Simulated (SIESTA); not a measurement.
Band structure of NiAl (Pm-3m, 2 atoms in the cell).

```
CELL_PARAMETERS angstrom
      2.89000     0.00000     0.00000
      0.00000     2.89000     0.00000
      0.00000     0.00000     2.89000
ATOMIC_POSITIONS crystal
  Al 0.50000 0.50000 0.50000
  Ni 0.00000 0.00000 0.00000
```

Level of theory: GGA PBE, numerical atomic orbitals TZP, PseudoDojo PBE standard norm-conserving potentials (rewritten from UPF to PSML) in SIESTA 5.4.2.

Settings: XC.functional = GGA; XC.authors = PBE; potentials = PseudoDojo PBE standard; PAO.BasisSize = TZP; PAO.EnergyShift = 0.01 Ry; MeshCutoff = 350 Ry; kgrid.MonkhorstPack = 9 9 9; OccupationFunction = FD; ElectronicTemperature = 100 meV; MaxSCFIterations = 150; SCF.Mixer.Method = Broyden; SCF.Mixer.Weight = 0.2; SCF.Mixer.History = 8; SCF.DM.Tolerance = 1.0E-05.

The starting cell has typed, rounded lattice constants, without a prior relaxation at this level. Spin polarisation is off. Values carry the incompleteness of an atom-centred basis.

Levels in eV from the Fermi level, bands 7 to 12:
| point | 7 | 8 | 9 | 10 | 11 | 12 |
|---|---|---|---|---|---|---|
| Γ | -3.20 | -1.55 | -1.55 | -1.55 | 5.49 | 5.49 |
| X | -2.55 | -2.24 | -2.24 | -1.45 | -0.65 | 8.33 |
| M | -2.94 | -2.94 | -2.06 | -2.06 | -1.02 | 1.43 |
| R | -4.11 | -1.00 | -1.00 | 1.96 | 1.96 | 1.96 |

Bands cross the Fermi level along this path, so the cell is metallic at this level.

Higher empty bands are left out: an atom-centred basis made for the valence describes them poorly.
